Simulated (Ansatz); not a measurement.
Functionals compared on the (0001) surface of hcp Tl in its 1x1 cell, outermost plane spacing 2.83 Å in the ideal cut, in Ansatz (plane waves, PAW). The structure was relaxed with PBE; the other rows are single points on it, each with its references at the same level. Cutoff 420 eV (500 eV for r2SCAN).

Model: 5-atom slab, 11.3 Å thick at the start, 12x12x1 mesh, Fermi-Dirac 0.1 eV, dipole correction, all atoms relaxed; symmetry of the start imposed; no spin, no spin-orbit, no U. These notes are the PBE run's.

```json
[
 {"functional": "PBE", "surface energy (J/m²)": "0.28", "work function of the top face (eV)": "3.55", "rough cost of the single point": "–"},
 {"functional": "LDA", "surface energy (J/m²)": "0.44", "work function of the top face (eV)": "3.89", "rough cost of the single point": "about 14 core-seconds (a rough figure)"},
 {"functional": "PBEsol", "surface energy (J/m²)": "0.37", "work function of the top face (eV)": "3.63", "rough cost of the single point": "very roughly 15 core-seconds"},
 {"functional": "RPBE", "surface energy (J/m²)": "0.18", "work function of the top face (eV)": "3.38", "rough cost of the single point": "roughly 14 core-seconds"},
 {"functional": "r2SCAN", "surface energy (J/m²)": "0.35", "work function of the top face (eV)": "3.54", "rough cost of the single point": "very roughly 40 core-seconds"}
]
```

Ansatz is a program for electronic structure.
